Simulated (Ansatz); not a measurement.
## MnP-type NiSi (0 0 1) on wurtzite GaN (1 0 0) (film strained to the substrate, faces as cut)

A periodic stack without vacuum, MnP-type NiSi (0 0 1) on wurtzite GaN (1 0 0) (film strained to the substrate, faces as cut): substrate slab Ga10N10, film Ni6Si8, surface cells [[0, 1], [-1, 0]] and [[1, 0], [0, 1]], film strained by -4.3 and +1.3 %, faces GaN/GaN and Si/Si as cut (like faces can put a slab off its formula).

The start was prepared with a machine-learned potential, and the result is one local minimum, with the in-plane cell held and forces under 0.04 eV/Å; the film can end far from its bulk form.

Level of theory: PBE (plane waves to 420 eV, PAW; Ansatz, a quantum-chemistry and plane-wave program). Scalar-relativistic, without spin–orbit coupling; the runs are not spin-polarised; PBE gaps are too small against experiment. Its k-point mesh 6×10×1, Fermi–Dirac width 0.05 eV.

| Property | Value |
|---|---|
| interface area | 16.9 Å² |
| period | 25.24 Å |
| gaps between the outermost planes at the two interfaces | 1.07 and 1.56 Å |
| Ga–Si contacts across the interfaces within 1.22 times the sum of covalent radii | 3, mean 2.43 Å |
| N–Si contacts across the interfaces within 1.22 times the sum of covalent radii | 3, mean 1.86 Å |
| estimate of the barrier | withheld, since the Fermi level falls at or inside a band of the host, which a slab this thin can't settle |
| slope of the mean potential energy in the substrate | -3.2 MV/cm × e |

```
CELL_PARAMETERS angstrom
      5.23918     0.00077     0.25051
      0.00136     3.21821    -0.04179
      1.69769     1.01213    25.33888
ATOMIC_POSITIONS crystal
  Ga 0.55870 0.19930 0.02957
  Ga 0.01688 0.18410 0.10019
  N  0.92265 0.19826 0.02992
  N  0.39102 0.18415 0.10190
  Ga 0.49847 0.67647 0.13838
  Ga 0.95599 0.66064 0.21133
  N  0.87360 0.67602 0.13815
  N  0.33256 0.66131 0.21200
  Ga 0.43606 0.15369 0.24863
  Ga 0.89533 0.13669 0.32172
  N  0.81260 0.15261 0.24848
  N  0.27157 0.13947 0.32258
  Ga 0.37487 0.63222 0.35917
  Ga 0.83504 0.61078 0.43180
  N  0.75155 0.62824 0.35861
  N  0.20962 0.62201 0.43336
  Ga 0.31321 0.11640 0.46992
  Ga 0.75667 0.08028 0.54232
  N  0.68852 0.10027 0.46795
  N  0.14470 0.11824 0.54415
  Ni 0.30625 0.77180 0.67494
  Ni 0.82948 0.75393 0.65185
  Si 0.16022 0.62276 0.58639
  Si 0.59417 0.75823 0.73768
  Si 0.98043 0.25119 0.70449
  Si 0.54608 0.29548 0.62414
  Ni 0.16799 0.72277 0.90655
  Ni 0.68562 0.72766 0.87687
  Ni 0.75651 0.24697 0.79159
  Ni 0.27108 0.25576 0.76431
  Si 0.05064 0.74301 0.81935
  Si 0.49208 0.71430 0.95905
  Si 0.07509 0.21006 0.96790
  Si 0.40291 0.23337 0.85247
```
